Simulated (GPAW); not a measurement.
Band structure of TiP (P6_3/mmc, 4 atoms in the cell).

```
TiP
1.0
    4.23391     0.00000     0.00000
   -2.11695     3.66667     0.00000
    0.00000     0.00000     4.87092
Ti P
2 2
Direct
  0.66667   0.33333   0.75000
  0.33333   0.66667   0.25000
  0.33333   0.66667   0.75000
  0.66667   0.33333   0.25000
```

Method of the run: PBEsol, GPAW PAW datasets PBEsol (made by gpaw-setup) (plane waves; GPAW).

Settings: mode = pw; ecut = 800 eV; xc = PBEsol; kpts = 9 9 7; mesh shift (steps) = 0 0 0; occupations.name = fermi-dirac; occupations.width = 0.1 eV; nbands = -8; convergence.forces = 0.001 eV/Å; symmetry.symmorphic = false; symmetry.tolerance = 0.0005; maxiter = 120; bandpath_npoints = 40.

The starting cell comes from a database of computed structures (which also holds hypothetical and non-ambient phases and stackings), without a prior relaxation at this level. Spin polarisation is off, so a magnetic state, if there is one, cannot be reached.

Levels in eV from the Fermi level, bands 14 to 21:
| point | 14 | 15 | 16 | 17 | 18 | 19 | 20 | 21 |
|---|---|---|---|---|---|---|---|---|
| Γ | -2.82 | -2.82 | -0.57 | -0.57 | -0.03 | 0.63 | 1.32 | 1.32 |
| M | -2.80 | -2.69 | -1.17 | -1.08 | -0.20 | 0.75 | 0.91 | 1.48 |
| K | -2.94 | -2.94 | -1.63 | -0.86 | -0.84 | 0.67 | 0.94 | 0.94 |
| A | -3.43 | -3.43 | -3.43 | 1.11 | 1.11 | 1.11 | 1.11 | 2.60 |
| L | -2.93 | -2.87 | -2.87 | 0.22 | 0.22 | 0.76 | 0.76 | 1.83 |
| H | -3.64 | -2.45 | -2.45 | -0.26 | -0.26 | 1.38 | 1.38 | 1.68 |

Bands cross the Fermi level along this path, so the cell is metallic at this level.
